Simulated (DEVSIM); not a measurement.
Device: Ru/HfO2/p-In0.53Ga0.47As capacitor, at 300 K.

Layer 1 from the left is HfO2, thickness (nm) 5.80. Layer 2 from the left is In0.53Ga0.47As, thickness (nm) 1100, Na (cm⁻³) 2.7e17.

Metal gate on the left, work function 4.7 eV. Fixed charge at the semiconductor interface -8.1e11 cm⁻² (in units of +e); no interface traps.

Constants are typed, rounded textbook-type inputs, not results; the design itself was drawn at random and stands for no fabricated device. Values at 300 K.

HfO2: gap (eV) 5.7, affinity (eV) 2.5, permittivity 22. In0.53Ga0.47As: gap (eV) 0.74, affinity (eV) 4.51, permittivity 13.9, Nc (cm⁻³) 2.1e17, Nv (cm⁻³) 7.7e18.

DEVSIM, 1D Poisson equation in equilibrium, Boltzmann statistics, complete ionisation; no quantum confinement or tunnelling. Metal contacts follow the ideal Schottky-Mott rule: no Fermi-level pinning, no interface dipoles.

Q: What does the simulation give for the minimum of the low-frequency capacitance, the flat-band voltage?

A: minimum of the low-frequency capacitance 0.214 μF/cm²; flat-band voltage -0.42 V.
